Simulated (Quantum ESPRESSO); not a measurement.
A user runs Quantum ESPRESSO on Ti2Ga3 (P4/m, 10 atoms in the cell) and asks whether the run is sound. The aim is a self-consistent single point with DFT, LDA (PW92), plane waves, PseudoDojo standard norm-conserving (LDA) pseudopotentials.

Cell that was meant: a = 6.2428 Å, b = 6.2428 Å, c = 3.9764 Å, α = 90.00°, β = 90.00°, γ = 90.00°.

Part of the input:

```fortran
  occupations = 'smearing'
  smearing = 'methfessel-paxton'
  degauss = 0.0147
  tot_charge = -1
/
&electrons
  conv_thr = 1.0e-11
```

Output (repeated stretches shortened):

```
     G-vector sticks info
     --------------------
     sticks:   dense  smooth     PW     G-vecs:    dense   smooth      PW
   [... lines left out ...]
        k(    6) = (   0.0000000   0.3333333   0.6279804), wk =   0.3555556
        k(    7) = (   0.3333333   0.3333333   0.0000000), wk =   0.1777778
        k(    8) = (   0.3333333   0.3333333   0.3139902), wk =   0.3555556
        k(    9) = (   0.3333333   0.3333333   0.6279804), wk =   0.3555556

     Dense  grid:   110669 G-vectors     FFT dimensions: (  72,  72,  45)

     Initial potential from superposition of free atoms

     starting charge     125.9822, renormalised to     127.0000
     Self-consistent Calculation

     iteration #  1     ecut=    85.00 Ry     beta= 0.70

     Threshold (ethr) on eigenvalues was too large:
     Diagonalizing with lowered threshold

     total energy              =   -1390.27380375 Ry
     estimated scf accuracy    <       0.57686372 Ry

     iteration #  2     ecut=    85.00 Ry     beta= 0.70

     total energy              =   -1390.24566236 Ry
     estimated scf accuracy    <       0.80114924 Ry

     iteration #  3     ecut=    85.00 Ry     beta= 0.70

     total energy              =   -1390.42990054 Ry
     estimated scf accuracy    <       0.37324023 Ry

   [... 10 blocks of this kind left out ...]

     iteration # 14     ecut=    85.00 Ry     beta= 0.70

     total energy              =   -1390.48656073 Ry
     estimated scf accuracy    <          3.1E-11 Ry

     iteration # 15     ecut=    85.00 Ry     beta= 0.70
     End of self-consistent calculation

     the Fermi energy is    14.1994 ev

!    total energy              =   -1390.48656073 Ry
     estimated scf accuracy    <          5.3E-12 Ry
     smearing contrib. (-TS)   =       0.00052908 Ry
     internal energy E=F+TS    =   -1390.48708981 Ry

     convergence has been achieved in  15 iterations

     Forces acting on atoms (cartesian axes, Ry/au):

     atom    1 type  1   force =    -0.00244420   -0.00756367   -0.00000000
     atom    2 type  1   force =     0.00244420    0.00756367    0.00000000
     atom    3 type  1   force =     0.00756367   -0.00244420   -0.00000000
     atom    4 type  1   force =    -0.00756367    0.00244420    0.00000000
   [... lines left out ...]

     Total force =     0.019727     Total SCF correction =     0.000013

          total   stress  (Ry/bohr**3)                   (kbar)     P=      111.79
   0.00075826   0.00000000   0.00000000          111.54        0.00        0.00
   0.00000000   0.00075826   0.00000000            0.00      111.54        0.00
   0.00000000   0.00000000   0.00076333            0.00        0.00      112.29

   JOB DONE.
```

Is anything amiss in this input, and did it matter?

The run is not sound. The fault is an unintended net charge. A charged periodic cell changes the electron count and is neutralised by a uniform background, so energy, forces and pressure belong to another system. To fix it, remove the charge. The run converged in 15 iterations without an error; against the sound input the pressure goes from -6.44 to 11.18 GPa and the largest force goes from 0.048 to 0.204 eV/Å. The full log also holds: “c_bands:  1 eigenvalues not converged”.

The sound input it was made from differs as follows (other fixes are possible):
```diff
-  tot_charge = -1
```

With that input, the run converged in 16 iterations: free energy E − TS -18932.5974 eV; Fermi level (on the code's own zero) 13.94 eV; pressure -6.44 GPa; largest force (vector length) 0.048 eV/Å (DFT, LDA (PW92), plane waves, PseudoDojo standard norm-conserving (LDA) pseudopotentials).

On the sound input: the starting cell comes from a database of computed structures (which also holds hypothetical and non-ambient phases and stackings), without a prior relaxation at this level. Spin polarisation is off. With a pressure of about -6 GPa the cell is away from its equilibrium volume at this level. Without a gap this mesh is coarse (it stands for a supercell whose shortest vector is 19 Å).
